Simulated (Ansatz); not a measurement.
**B20 (FeSi-type) MnSi**

The numbers are results of PBE-D4 (Ansatz, a quantum-chemistry and plane-wave program, PAW), not measurements.

Numerical settings: plane-wave cutoff 520 eV, 12×12×12 k mesh, Fermi–Dirac smearing 0.05 eV, spin-polarised with parallel moments, scalar-relativistic PAW data made under PBE.

Cell (relaxed at this level):

```xyz
8
Lattice="4.4735 0.0000 0.0000 0.0000 4.4735 0.0000 0.0000 0.0000 4.4735" Properties=species:S:1:pos:R:3 pbc="T T T"
Mn     3.8595     2.8508     1.6227
Mn     1.6227     3.8595     2.8508
Mn     0.6140     0.6140     0.6140
Mn     2.8508     1.6227     3.8595
Si     0.6910     1.5457     2.9278
Si     2.9278     0.6910     1.5457
Si     3.7825     3.7825     3.7825
Si     1.5457     2.9278     0.6910
```
Starting moments (μB, in the order of the record's atoms Mn Mn Mn Mn Si Si Si Si): 1.2 1.2 1.2 1.2 0.0 0.0 0.0 0.0.

```yaml
bulk_modulus: 220 GPa
band_gap: zero (no gap)
magnetic moment (largest site, within a sphere): 0.94 μB
pressure derivative B′ of the bulk modulus: 4.0
```

Measured, for comparison: bulk modulus 167 GPa (room temperature, no zero-point or thermal correction; as tabulated in Study of the compressibility of FeSi, MnSi, and CoS2 (JETP Letters), abstract). Computed (rounded) less measured: bulk modulus +32 %.

Note: the collinear magnetic order is the start's and need not be the measured one; the bulk modulus comes from volumes at which shape and atoms were relaxed.

Moments are spin moments.
